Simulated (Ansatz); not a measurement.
Effect of strain tensor (xx, yy, zz, yz, xz, xy) = (+0.41, −0.95, +0.02, +0.58, +1.73, +0.05) % on ZrRu

Base system: ZrRu in the CsCl type structure (space group Pm-3m, No. 221; a = 3.2319 Å; relaxed with 0.1 eV smearing). Axes: x, y, z lie along the cube axes.

One thing is altered: strain tensor (xx, yy, zz, yz, xz, xy) = (+0.41, −0.95, +0.02, +0.58, +1.73, +0.05) %, atoms relaxed at fixed cell.

Computed with plane-wave PAW DFT at the PBEsol level (Ansatz, a quantum-chemistry and plane-wave program, 420 eV), no SOC. k-mesh 18×18×18 (Γ-centred); smearing 0.1 eV (Fermi–Dirac).

The volume per atom decreases by 0.09 Å³ to 16.79 Å³ and the energy grows by 6.4 meV/atom. The band gap is still zero and the stress (xx, yy, zz, yz, xz, xy; compression positive) amounts to (-0.1, 3.1, 0.8, -0.8, -2.4, 0.0) GPa.

Whether these cells are dynamically stable was not tested. The final runs are not spin-polarised.
